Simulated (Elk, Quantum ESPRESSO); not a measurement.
**Equation of state of zinc-blende AlN (space group 216): energy against volume (Elk, PBE)**

```
AlN
1.0
    0.00000     2.15106     2.15106
    2.15106     0.00000     2.15106
    2.15106     2.15106     0.00000
Al N
1 1
Direct
  0.00000   0.00000   0.00000
  0.75000   0.75000   0.75000
```

Method of the run: Elk 10.2.4 with PBE, all-electron FP-LAPW, Elk's shipped species files, default APW+lo basis. Settings: xctype = 20; rgkmax = 7.98; stype = 3; swidth = 0.000367493 Ha; ngridk = 13 13 13; rmtscf = 0.82; sphere radii = {Al: 1.804, N: 1.476} bohr. The cell above is the first row's. The rows scale it uniformly. In all rows fractional positions and the k mesh are held. E is the free energy at the stated smearing, counted from the lowest row.

```csv
V (Å^3/atom),E (meV/atom)
9.953,34.63
10.169,16.57
10.386,5.22
10.602,0.00
10.819,0.27
11.035,5.51
11.251,15.30
11.468,29.19
11.684,?
```

The 8 complete rows are fitted with the third-order Birch-Murnaghan form, a cubic in V^(-2/3), E against V. With u = V^(-2/3) - 0.206, the rows have u = 0.010121, 0.007050, 0.004072, 0.001209, -0.001571, -0.004248, -0.006838, -0.009359. Least squares gives E = -0.537 + 23.26·u + 341462·u² - 48033·u³. Residuals (row less fit): 0.004, -0.012, 0.004, 0.010, 0.001, -0.020, 0.015, -0.004; standard error 0.015 (degrees of freedom: 4). Its minimum lies at u = -0.000034, so V0 = (0.205966)^(-3/2) = 10.70. There d²E/du² = 682900 and d³E/du³ = -288200, so B0 = (4/9) × 10.70^(-7/3) × 682900 × 0.160218 = 193 GPa (the last factor turns the table's units into GPa), and B0' = 4 + (2/3) × 0.205966 × (-288200)/682900 = 3.9.

Q: Predict the withheld E at V = 11.684 from the fit, and compare with the calculation.

A: u = -0.011790, so E = -0.537 + 23.26 × (-0.011790) + 341462 × (-0.011790)² - 48033 × (-0.011790)³ = 46.732 meV/atom. The calculation gives 46.71 meV/atom, 0.022 meV/atom below the prediction (under 0.05 % of the range of E in the table). The row lies outside the fitted rows, so this is an extrapolation. From the scatter of the fitted rows alone, a prediction at this place has a standard error of 0.036 meV/atom, so the miss is 0.6 times that.

Carrying the step between the two nearest rows on in a straight line would have given 43.02, off by 3.69; series whose last step already gives the withheld value aren't shown. The scan was laid around a cell of about the measured size, scaled by a guess for this functional. This is a metastable polymorph. The runs keep the symmetry of the cell, so they don't test it for distortions. A plane-wave scan with the same functional (Quantum ESPRESSO, GBRV) gives V0 = 10.70 Å^3/atom and B0 = 193 GPa; a Birch-Murnaghan fit to all rows here lies 0.0 % from it in V0 and 0 % in B0; the two differ in basis, and may differ in potentials and mesh. Values depend on the basis (sphere radii, cutoffs, local orbitals), which need not be converged. Sphere radii are the same in all rows. Cutoffs and mesh are single choices, not tested for convergence of this quantity. Series with a scatter that would blur these digits, or in which a gap closes, are not shown. Nor are scans whose minimum lies at an end fitted in this form.
